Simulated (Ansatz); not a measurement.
Consider LaN in the zinc blende structure (space group F-43m, No. 216; a = 5.546 Å; a hypothetical phase, not in the database extracts checked). Axes: x, y, z lie along the cube axes.

The change: tensor shear ε_yz = −1.06 % (engineering shear γ = -0.0212), atoms relaxed at fixed cell.

Levels (all Ansatz, an electronic-structure program, PAW): PBEsol (420 eV, no SOC); r2SCAN (500 eV, no spin-orbit coupling); HSE06 (420 eV, spin-orbit coupling left out).

One geometry, relaxed with PBEsol, under each level:

| level | band gap | lowest conduction level above the VBM at special points | pressure |
|---|---|---|---|
| PBEsol | 1.05 eV | Γ 1.05 eV; U₀ 2.03 eV; Y₀ 2.03 eV; F₂ 2.03 eV | 0.00 GPa |
| r2SCAN | 1.51 eV | Γ 1.51 eV; U₀ 2.37 eV; Y₀ 2.37 eV; F₂ 2.38 eV | 2.97 GPa |
| HSE06 | 2.18 eV | Γ 2.18 eV; U₀ 2.99 eV; Y₀ 2.99 eV | – |

Single points use the geometry relaxed with PBEsol. Their cutoffs differ, which shifts pressures a little. HSE06 was sampled on its mesh, a few special points and the semilocal edge points, so its gap is an upper bound. The cells carry an imposed strain or load. No phonon test of stability was made. k-point labels follow each cell's own Brillouin zone.
